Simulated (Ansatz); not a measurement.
## Response to strain in Sc

The reference is Sc in the hcp (Mg type) structure (space group P6_3/mmc, No. 194; a = 3.318 Å, c = 5.186 Å; relaxed with 0.1 eV smearing).

Strains are applied to the cell and any free atomic positions relax.

The values are results of PBE in Ansatz (plane waves to 420 eV, PAW, spin-orbit coupling left out), not measurements.

Candidates:
(a) isotropic strain −1.50 %
(b) isotropic strain +1.00 %
(c) isotropic strain +3.00 %
(d) isotropic strain +0.50 %
(e) isotropic strain +1.50 %

Notes on the quantities. energy relative to the base: free energy F.

**Question.** Order them by energy relative to the base, lowest first.

**Answer.** (d) isotropic strain +0.50 % (+0.9 meV/atom), (b) isotropic strain +1.00 % (+3.6 meV/atom), (e) isotropic strain +1.50 % (+8.1 meV/atom), (a) isotropic strain −1.50 % (+8.7 meV/atom), (c) isotropic strain +3.00 % (+31 meV/atom)

Whether these cells are dynamically stable was not tested. All final runs are without spin polarisation.

Ansatz is an electronic-structure program.
